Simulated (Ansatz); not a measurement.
Results of LDA (PAW; Ansatz, a program for electronic structure) for Ir (P6₃/mmc, No. 194, 2 atoms in the cell; start mp-2647032; another form than the element's usual one).

Settings: plane-wave cutoff 520 eV, 24×24×12 k mesh (along the axes of the cell as run), Fermi–Dirac smearing 0.05 eV, no spin polarisation, scalar-relativistic PAW data made under PBE.

Cell (relaxed at this level):

```cif
data_Ir2
_chemical_formula_sum 'Ir2'
_space_group_name_H-M_alt 'P63/mmc'
_space_group_IT_number 194
_space_group_name_Hall '-P 6c 2c'
_cell_length_a 2.70398
_cell_length_b 2.70398
_cell_length_c 4.39053
_cell_angle_alpha 90.000
_cell_angle_beta 90.000
_cell_angle_gamma 120.000
loop_
_atom_site_label
_atom_site_type_symbol
_atom_site_symmetry_multiplicity
_atom_site_Wyckoff_symbol
_atom_site_fract_x
_atom_site_fract_y
_atom_site_fract_z
_atom_site_occupancy
Ir1 Ir 2 c 0.33333 0.66667 0.25000 1
```

**Question.** Give the computed bulk modulus B0.

**Answer.** 
- bulk modulus B0 = 402 GPa

Note: the run has no spin polarisation, so it can have missed a magnetic state; the bulk modulus is −V dP/dV from two relaxed cells at ±2 % in volume; the relaxation could not lower the start's symmetry, so the cell can be a saddle point above a distorted one.

Spin–orbit coupling is not included.

The computed numbers hold no vibrational or temperature effects.

It cost around 100 core-seconds (rough) of CPU time.

A start named mp-… is a Materials Project structure, which need not be a measured phase.
